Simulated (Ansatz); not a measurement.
# One-dimensional Mo body, 25 atoms a period

All values below come from PBE (plane waves to 420 eV, PAW; Ansatz, an electronic-structure program). Mesh 1×1×20. No spin polarisation, so a magnetic state wasn't tested. Isolated but for its images some 11 Å away. A hypothetical model. Only distortions within the start's symmetry and period were free. Values not marked SOC lack spin–orbit coupling.

```
Quantity                                                                                                              Result
--------------------------------------------------------------------  ------------------------------------------------------
period along the axis (25 atoms)                                                                                     3.110 Å
largest distance between nuclei across the axis                                                                      12.11 Å
PBE gap                                                                                                 none (under 0.01 eV)
crossings of the Fermi level between Γ and the zone edge (49 points)  24, each for both spins (ideal conductance 24 × 2e²/h)
work function (PBE)                                                                                                  4.13 eV
```

```yaml
crystal:
  lattice:
    - [20.00000, 0.00000, 0.00000]
    - [0.00000, 20.00000, 0.00000]
    - [0.00000, 0.00000, 3.11027]
  atoms:
    - { symbol: Mo, position: [0.28589, 0.28589, 0.00000] }
    - { symbol: Mo, position: [0.28141, 0.50000, 0.00000] }
    - { symbol: Mo, position: [0.27976, 0.38752, 0.50000] }
    - { symbol: Mo, position: [0.28589, 0.71411, 0.00000] }
    - { symbol: Mo, position: [0.27976, 0.61248, 0.50000] }
    - { symbol: Mo, position: [0.38752, 0.27976, 0.50000] }
    - { symbol: Mo, position: [0.50000, 0.28141, 0.00000] }
    - { symbol: Mo, position: [0.38828, 0.38828, 0.00000] }
    - { symbol: Mo, position: [0.38823, 0.50000, 0.50000] }
    - { symbol: Mo, position: [0.50000, 0.50000, 0.00000] }
    - { symbol: Mo, position: [0.50000, 0.38823, 0.50000] }
    - { symbol: Mo, position: [0.38828, 0.61172, 0.00000] }
    - { symbol: Mo, position: [0.38752, 0.72024, 0.50000] }
    - { symbol: Mo, position: [0.50000, 0.71859, 0.00000] }
    - { symbol: Mo, position: [0.50000, 0.61177, 0.50000] }
    - { symbol: Mo, position: [0.61248, 0.27976, 0.50000] }
    - { symbol: Mo, position: [0.71411, 0.28589, 0.00000] }
    - { symbol: Mo, position: [0.61172, 0.38828, 0.00000] }
    - { symbol: Mo, position: [0.61177, 0.50000, 0.50000] }
    - { symbol: Mo, position: [0.71859, 0.50000, 0.00000] }
    - { symbol: Mo, position: [0.72024, 0.38752, 0.50000] }
    - { symbol: Mo, position: [0.61172, 0.61172, 0.00000] }
    - { symbol: Mo, position: [0.61248, 0.72024, 0.50000] }
    - { symbol: Mo, position: [0.71411, 0.71411, 0.00000] }
    - { symbol: Mo, position: [0.72024, 0.61248, 0.50000] }
```
